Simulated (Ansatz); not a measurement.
## Ta: response to strain

Base system: Ta in the bcc (W type) structure (space group Im-3m, No. 229; relaxed with 0.1 eV smearing).

```
CELL_PARAMETERS angstrom
     -1.64115     1.64115     1.64115
      1.64115    -1.64115     1.64115
      1.64115     1.64115    -1.64115
ATOMIC_POSITIONS crystal
  Ta 0.00000 0.00000 0.00000
```

Strains are applied to the cell and any free atomic positions relax.

The values are results of plane-wave PAW DFT at the PBEsol level (Ansatz, a program for electronic structure, 420 eV), spin-orbit coupling left out, not measurements.

Notes on the quantities. energy relative to the base: free energy F.

```csv
isotropic strain (%),energy relative to the base (meV/atom)
-3,100.4
-2.5,68.7
-2,?
-0.5,2.6
0,0.0
1,10.0
1.5,22.2
2,38.9
3,85.1
```

Problem. Fit ΔE = Aε² + Bε³ (ε in %) to the rows shown and predict the withheld row.

Solution. Least squares on the printed values gives A = 10.3 and B = -0.28 meV/atom (largest residual 0.1 meV/atom); this predicts 43.5 meV/atom, and the run gives 43.4 meV/atom, in agreement.

No phonon test of stability was made. All final runs are without spin polarisation.
